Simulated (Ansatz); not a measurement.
Computed with PBE (plane waves to 420 eV, PAW; Ansatz, a program for electronic structure).

Planar average of the electrostatic potential across the slab, in eV from the highest filled level, for a constructed model of the (0001) surface of wurtzite ZnO (in the relaxation 2 O–Zn bonds formed), Zn-terminated, 2x2 O adatom at T1 (bottom of the slab: 2 H on 4 bottom sites):

(z (Å), V (eV)): (3.95, 4.03); (4.24, 4.03); (4.52, 4.03); (4.80, 4.03); (5.08, 4.03); (5.37, 4.03); (5.65, 4.03); (5.93, 4.03); (6.21, 4.02); (6.50, 4.02); (6.78, 4.01); (7.06, 3.98); (7.34, 3.93); (7.63, 3.78); (7.91, 3.30); (8.19, 2.52); (8.47, 2.25); (8.75, -1.12); (9.04, -6.15); (9.32, -9.93); (9.60, -10.27); (9.88, -8.05); (10.17, -5.72); (10.45, -2.04); (10.73, 1.54); (11.01, 2.65); (11.30, 0.40); (11.58, -4.15); (11.86, -8.81); (12.14, -10.24); (12.43, -8.56); (12.71, -6.44); (12.99, -3.16); (13.27, 0.75); (13.56, 2.72); (13.84, 1.91); (14.12, -2.15); (14.40, -7.09); (14.69, -9.77); (14.97, -9.17); (15.25, -7.10); (15.53, -4.48); (15.81, -0.66); (16.10, 2.36); (16.38, 2.76); (16.66, -0.48); (16.94, -5.47); (17.23, -9.02); (17.51, -9.41); (17.79, -7.32); (18.07, -5.28); (18.36, -2.00); (18.64, 1.20); (18.92, 2.43); (19.20, 0.01); (19.49, -3.46); (19.77, -6.62); (20.05, -8.13); (20.33, -7.33); (20.62, -5.92); (20.90, -3.32); (21.18, -1.09); (21.46, 1.12); (21.75, 2.44); (22.03, 3.87); (22.31, 5.11); (22.59, 5.53); (22.88, 5.69); (23.16, 5.76); (23.44, 5.79); (23.72, 5.80); (24.00, 5.80); (24.29, 5.81); (24.57, 5.81); (24.85, 5.81); (25.13, 5.81); (25.42, 5.81); (25.70, 5.81); (25.98, 5.81)

Model: 43-atom slab, 14.2 Å thick at the start with caps and adatoms, 4x4x1 mesh, Fermi-Dirac 0.025 eV, dipole correction, 8 atoms held, the rest relaxed; symmetry of the start imposed; no spin, no spin-orbit, no U. In PBE it is, or lies within 0.01 eV a 1x1 cell of, the lowest of the 3 structures of its composition computed so far; subsurface sites and larger cells were not tried.

The surface cell has an area of 37.26 Å². What dipole along the normal does the step between the two vacuum levels imply?

the top vacuum level lies 1.78 eV above the bottom one; p = −ε₀ A ΔV (ε₀ = 0.005526 e/(V·Å)) gives -0.37 e·Å a cell.
